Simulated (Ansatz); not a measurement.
**Effect of isotropic strain −2.32 % on Mo**

Base system: Mo in the bcc (W type) structure (space group Im-3m, No. 229; a = 3.1611 Å; relaxed with 0.1 eV smearing).

Now apply this change: the cell is scaled by 0.9768 in all directions, atoms relaxed at fixed cell.

Calculations: Ansatz (a quantum-chemistry and plane-wave program), PBE, PAW, cutoff 420 eV, no SOC. Γ-centred 29×29×29 mesh, Fermi–Dirac width 0.1 eV.

```tsv
quantity	base	changed	shift
volume per atom	15.79 Å³	14.72 Å³	-1.07 Å³
space group	Im-3m (No. 229)	Im-3m (No. 229)	–
shortest interatomic distance	2.738 Å	2.674 Å	-0.064 Å
energy relative to the base (free energy F)	0 meV/atom	+67 meV/atom	+67 meV/atom
pressure	0.0 GPa	21.2 GPa	+21.2 GPa
band gap	zero	zero	–
```

Cost of the whole job for the changed cell (relaxation, final SCF and bands): around 13 core-seconds (rough).

Stability against distortions was not tested. The final runs are not spin-polarised.
